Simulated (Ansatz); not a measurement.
Checking a run of Ansatz (a first-principles code) on TlNi₂S₂ (I4/mmm, 5 atoms in the cell). The aim is a self-consistent single point with DFT, LDA (PW92), plane waves, default PAW files made with PBE.

Cell that was meant: a = 6.8840 Å, b = 6.8840 Å, c = 6.8840 Å, α = 148.03°, β = 148.03°, γ = 45.85°.

Part of the input:

```yaml
# Tl(NiS)2
crystal:
  lattice:
    - [-3.582802, 3.582802, 11.981482]
    - [3.582802, -3.582802, 11.981482]
    - [3.582802, 3.582802, -11.981482]
  atoms:
    - { symbol: Tl, position: [0.000000, 0.000000, 0.000000] }
    - { symbol: Ni, position: [0.750000, 0.250000, 0.500000] }
```

Output, abridged:

```
WARN basis.ecutwfc = 420 eV, the default
WARN ansatz: RAYON_NUM_THREADS=1 ignored (pool sized by the plan → 1); use --threads N
   [... lines left out ...]
PAW frozen core: S, regenerated for the run's functional, and the local potential with it
Initial density: superposition of atomic densities (neutral atoms: chi_scale 0, normalization atom), corrected by the library's trained network
Initial wavefunctions: pseudopotential atomic-orbital guess
Eigensolver: davidson
Functional: x = slater, c = lda
SCF iter   1: F=—  HF=-24415.440269 eV  |F-HF|=—  |Δ(HF+E_count)|=         —  Δρ=4.98e-2  dr2=3.33e1  ethr=1.77e-3  ⟨swp⟩=6.8  Hψ=5419  notcnv=0
all-band conjugate gradients solve this SCF's bands
preconditioner: auto → LDOS
SCF iter   2: F=—  HF=-24413.648201 eV  |F-HF|=—  |Δ(HF+E_count)|=    1.79e0  S|Δr|=    0.00e0  Δρ=1.79e-1  dr2=3.58e2  ethr=1.77e-3  ⟨swp⟩=4.0  Hψ=3974  notcnv=0  defer=16  recentre
   [... lines left out ...]
SCF iter  28: F=—  HF=-24412.595254 eV  |F-HF|=—  |Δ(HF+E_count)|=   2.92e-8  S|Δr|=    0.00e0  Δρ=1.99e-5  dr2=1.63e-6  ethr=5.83e-9  ⟨swp⟩=1.0  Hψ=1480  notcnv=0
SCF iter  29: F=—  HF=-24412.595254 eV  |F-HF|=—  |Δ(HF+E_count)|=   2.25e-8  S|Δr|=    0.00e0  Δρ=1.44e-5  dr2=8.17e-7  ethr=2.66e-9  ⟨swp⟩=1.0  Hψ=1480  notcnv=0
SCF iter  30: F=-24412.595254 eV  HF=-24412.595254 eV  |F-HF|=4.01e-8  |Δ(HF+E_count)|=   2.27e-8  S|Δr|=    0.00e0  Δρ=3.17e-6  dr2=4.98e-8  ethr=1.64e-10  ⟨swp⟩=3.0  Hψ=4684  notcnv=0
SCF 1 converged in 30 iterations: F = -24412.595254 eV  dr2 = 4.98e-8
Stability not checked (fill_not_monotonic)
Free energy (F): -24412.595254 eV
Internal energy: -24412.555592 eV  (E = F + TS)
E sigma→0 (E₀):  -24412.585338 eV
Entropy (-TS):   -0.039662 eV (-7.932 meV/atom)
Fermi energy:    -2.425341 eV
--- Forces (eV/Å), atoms counted from 1 ---
  atom   1  Tl     0.00000000     0.00000000     0.00000000
  atom   2  Ni     0.00000000     0.00000000     0.00000000
  atom   3  Ni     0.00000000     0.00000000     0.00000000
  atom   4  S      0.00000000     0.00000000    -0.67527075
  atom   5  S     -0.00000000     0.00000000     0.67527075
--- Stress (GPa, compression-positive) ---
       -1.710325       0.000000       0.000000
        0.000000      -1.710325       0.000000
       -0.000000      -0.000000      -1.518358
  P = ⅓ Tr σ = -1.6463 GPa (-16.463 kbar)
  The stress holds the Pulay correction. Without it, at fixed plane waves, as pw.x and ABINIT print it: P = -1.6511 GPa
```

Task: Is this run sound? If not, what is wrong?

Result: The run is not sound. The fault is this: lattice typed in bohr, read as angstrom. 1 bohr is 0.529 Å, so a mix-up scales every length by 1.89 or 0.529 and the volume by 6.75 or 0.148. To fix it, give the lengths in the unit that the key or card expects. The run converged in 30 iterations without an error; against the sound input the free energy goes up by 4.32 eV/atom, the pressure goes from -6.82 to -1.65 GPa and the largest force goes from 0.543 to 0.675 eV/Å.

An input that runs soundly differs in these lines (not the only fix; some lines may just follow from the change or write a value another way):
```diff
-    - [-3.582802, 3.582802, 11.981482]
-    - [3.582802, -3.582802, 11.981482]
-    - [3.582802, 3.582802, -11.981482]
+    - [-1.895937, 1.895937, 6.340327]
+    - [1.895937, -1.895937, 6.340327]
+    - [1.895937, 1.895937, -6.340327]
```

With that input, the run converged in 7 iterations: free energy E − TS (on the zero of these files) -24434.1735 eV; Fermi level (on the code's own zero) 10.28 eV; pressure -6.82 GPa; largest force (vector length) 0.543 eV/Å (DFT, LDA (PW92), plane waves, default PAW files made with PBE).

On the sound input: the starting cell comes from a database of computed structures (which also holds hypothetical and non-ambient phases and stackings), without a prior relaxation at this level. Its lattice was rescaled by a random factor within 2.5 % of one. Spin-orbit coupling is off. Spin polarisation is off; with an odd number of electrons in the cell that forces a metal, and a magnetic state may lie lower. With a pressure of about -7 GPa the cell is away from its equilibrium volume at this level. Ansatz's pressure includes its estimate of the finite-basis (Pulay) stress.

Keys are those of Ansatz 0.2.
